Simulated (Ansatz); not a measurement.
**BAs: band gap against strain**

BAs (zinc blende, F-43m, 13.685 Å³/atom at rest) under an equal strain ε in the (111) plane with the normal axis free, as in a coherent film. r2SCAN in Ansatz, a plane-wave DFT program (PAW, default set), 500 eV, 12×12×12 Γ-centred mesh, Fermi-Dirac smearing 0.05 eV; ions are relaxed within the symmetry of each cell. Gaps are the smallest over the k-mesh and a band path, without spin-orbit coupling; in all rows the valence edge lies at Γ and the conduction edge at about 1.0 Å⁻¹ from Γ.

Here s stands for strain and Eg for gap.

| strain (%) | gap (eV) |
|---|---|
| 0.00 | 1.38 |
| 0.42 | 1.36 |
| 0.83 | 1.34 |
| 1.25 | 1.33 |
| 2.50 | ? |

Problem. Fit Eg against s with a straight line, and predict the withheld value at s = 2.50.

Solution. Means: s 0.62500, Eg 1.353. About the means, the sum of products is -0.035350 and the sum of squares of s is 0.86530; the slope is their ratio. Least squares gives Eg = 1.378 - 0.0409·s. Residuals (row less fit): 0.002, -0.001, -0.004, 0.003; standard error 0.004 (degrees of freedom: 2). Over these rows the gap moves by -4.1 ± 0.4 eV per unit strain. At the withheld row, Eg = 1.378 - 0.0409 × 2.50 = 1.276 eV. The calculation gives 1.28 eV, which the fit meets to the printed digits. The row lies outside the fitted rows, so this is an extrapolation. The fitted rows scatter only by rounding.

Spin-orbit coupling is left out, which can shift this property for BAs. Rows are the converged runs of the series near zero and its far end; series whose fitted rows scatter by over a few per cent of the range, as at a crossing or softening among them, aren't shown in this form. Most that stay on the fit to the last digits aren't either.
